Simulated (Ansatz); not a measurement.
The parent structure is a 24-atom supercell of AlN in the wurtzite structure (space group P6_3mc, No. 186; a = 3.114 Å, c = 4.984 Å) at its relaxed geometry.

Level of theory: plane-wave PAW DFT at the PBEsol level (Ansatz, a quantum-chemistry and plane-wave program, 420 eV), no SOC.

Before the change:

| Item | Result |
|---|---|
| Mean distance from the defect site to its nearest host atoms | 3.58 bohr |
| Pressure | 0.0 GPa |

The change: one Al atom is removed, atoms relaxed at fixed cell, starting from a slightly rattled geometry.

Question: How does this affect the mean distance from the defect site to its nearest host atoms?

Answer: The mean distance from the defect site to its nearest host atoms grows by 0.37 bohr to 3.95 bohr.

Question: Estimate the effect on the total moment of the cell.

Answer: The total moment of the cell amounts to 3.0 μB.

Question: What does the calculation give for the pressure after the change?

Answer: The pressure goes from zero to 2.8 GPa.

Question: What does the calculation give for the largest displacement of a host atom from its site in the perfect cell after the change?

Answer: The largest displacement of a host atom from its site in the perfect cell amounts to 0.21 Å.

Other magnetic orders, which the real material may have, were not ruled out. In so small a cell the defect repeats every few ångströms: this is an ordered compound, not a dilute defect. The defect cell is spin-polarised and ends with 3.0 μB.
